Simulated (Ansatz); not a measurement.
We consider Bi2O2Te (model structure, started from the La2SO2 type, P-3m1, No. 164, 5 atoms in the cell), described by PBEsol in Ansatz (PAW).

Settings: plane-wave cutoff 520 eV, 12×12×6 k mesh (along the axes of the cell as run), Fermi–Dirac smearing 0.01 eV, scalar-relativistic PAW data made under PBE.

Cell (relaxed with PBEsol):

Space group P-3m1 (No. 164); a = 4.0349 Å, b = 4.0349 Å, c = 7.3333 Å, α = 90.00°, β = 90.00°, γ = 120.00°

```
atom  site  symmetry       x       y       z
----  ----  --------  ------  ------  ------
Bi      2d       3m.  0.3333  0.6667  0.2016
Te      1b      -3m.  0.0000  0.0000  0.5000
O       2d       3m.  0.6667  0.3333  0.1144
```

Task: What does this level give for the band gap, smallest direct gap on the k points sampled and direct gap at Γ?

Result: 
- band gap: 0.61 eV
- smallest direct gap on the k points sampled: 1.22 eV
- direct gap at Γ: 2.64 eV

Note: the relaxation could raise the start's symmetry but not lower it, so the cell can be a saddle point.

Spin–orbit coupling is not included; with these elements it can move the gap by several tenths of an eV or more.

A model structure was made by putting elements into a prototype or built by hand; it is no filed structure, need not be a known phase, and can be a saddle point held by its symmetry.

Ansatz is a quantum-chemistry and plane-wave program.
